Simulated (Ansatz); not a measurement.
**Several settings converged on LaAl₂ (R3m, 6 atoms in the cell)**

```
LaAl2
1.0
    0.00000     4.04414     4.04414
    4.04414     0.00000     4.04414
    4.04414     4.04414     0.00000
La Al
2 4
Direct
  0.00357   0.00357   0.00357
  0.25000   0.25000   0.25000
  0.62500   0.62500   0.62500
  0.12500   0.62500   0.62500
  0.62500   0.62500   0.12500
  0.62500   0.12500   0.62500
```

Base method: PBEsol, default PAW files made with PBE (plane waves; Ansatz, an electronic-structure program).

Base settings: basis.ecutwfc = 30.9 Ry; kpoints.mp_grid.grid = 7 7 7; hamiltonian.xc = pbesol; hamiltonian.pseudopotentials = {kind: paw} (the program's default PAW files); scf.occupations.method = fermi_dirac; scf.occupations.width = 0.0073 Ry.

The count of work is k-points × plane waves × bands × iterations; it is no time. Core times come from one kind of shared machine, to one figure; runs under 30 s give none.

**The k-point mesh at a smearing width of 0.02 eV**

In this ladder: scf.occupations.width = 0.0015 Ry.

Only quantities that move along the ladder and can be compared are tabulated.

```tsv
kpoints.mp_grid.grid	free energy less the last step's (meV/atom)	pressure (GPa)	largest difference of a force vector from the last step's (eV/Å)	count of work / last	core time / last (rough)
3 3 3	11.51	-0.97	0.073	0.012	–
4 4 4	-2.71	-0.66	0.078	0.027	–
5 5 5	0.72	-0.86	0.027	0.045	–
7 7 7	1.97	-0.71	0.017	0.090	–
8 8 8	-0.25	-0.76	0.010	0.13	–
9 9 9	0.43	-0.71	0.004	0.17	–
11 11 11	0.09	-0.73	0.003	0.30	0.3
14 14 14	0.15	-0.74	0.001	0.59	0.6
17 17 17	0.00	-0.76	0.000	1.0	1
```

Coarsest kpoints.mp_grid.grid that holds the free energy within 5 meV/atom of the last step, with all finer ones: 4 4 4, at 0.027 of the last step's count of work; the step before is off by 12 meV/atom.

Coarsest kpoints.mp_grid.grid that holds the pressure within 0.2 GPa of the last step, with all finer ones: 4 4 4, at 0.027 of the last step's count of work; the step before is off by 0.22 GPa.

Coarsest kpoints.mp_grid.grid that holds the forces within 0.02 eV/Å of the last step, with all finer ones: 7 7 7, at 0.090 of the last step's count of work; the step before is off by 0.027 eV/Å.

**The width of Fermi-Dirac smearing**

In this ladder: kpoints.mp_grid.grid = 12 12 12.

Narrow widths need finer meshes than wide ones, so the last steps can hold mesh noise.

Only quantities that move along the ladder and can be compared are tabulated; pressure and forces are left out, as mesh noise rules them at narrow widths.

```tsv
scf.occupations.width	free energy less the last step's (meV/atom)	energy extrapolated to zero width less the last step's (meV/atom)	core time / last (rough)
0.0735 Ry	-1129.30	13.04	2
0.0367 Ry	-263.65	15.31	1
0.022 Ry	-88.62	2.34	1
0.0147 Ry	-37.76	-0.38	0.8
0.0073 Ry	-7.64	-0.44	1.0
0.0037 Ry	0.00	0.00	1
```

Widest scf.occupations.width that holds the energy extrapolated to zero width within 2 meV/atom of the last step, with all finer ones: 0.0147 Ry; the step before is off by 2.3 meV/atom.

Widest scf.occupations.width that holds the free energy within 5 meV/atom: not settled: the last two steps still differ by 7.6 meV/atom, over half the tolerance, so the ladder does not show it.

The extrapolation to zero width removes most of the smearing's effect on the energy.

**The width of cold smearing**

In this ladder: kpoints.mp_grid.grid = 12 12 12; scf.occupations.method = cold.

Narrow widths need finer meshes than wide ones, so the last steps can hold mesh noise.

Only quantities that move along the ladder and can be compared are tabulated; pressure and forces are left out, as mesh noise rules them at narrow widths.

| scf.occupations.width | free energy less the last step's (meV/atom) |
|---|---|
| 0.0735 Ry | -2.46 |
| 0.0367 Ry | -2.90 |
| 0.022 Ry | -1.53 |
| 0.0147 Ry | -0.61 |
| 0.0073 Ry | -0.04 |
| 0.0037 Ry | 0.00 |

Widest scf.occupations.width that holds the free energy within 2 meV/atom of the last step, with all finer ones: 0.022 Ry; the step before is off by 2.9 meV/atom.

On the base run: the starting cell comes from a database of computed structures (which also holds hypothetical and non-ambient phases and stackings), without a prior relaxation at this level. Its lattice was rescaled by up to half a per cent. One atom was moved a little off its site on purpose. Ansatz's pressure includes its estimate of the finite-basis (Pulay) stress.

Left out of this page: 4 runs of the series outside the window shown, repeating another row's setting, or not comparable.

Keys are those of Ansatz 0.2.
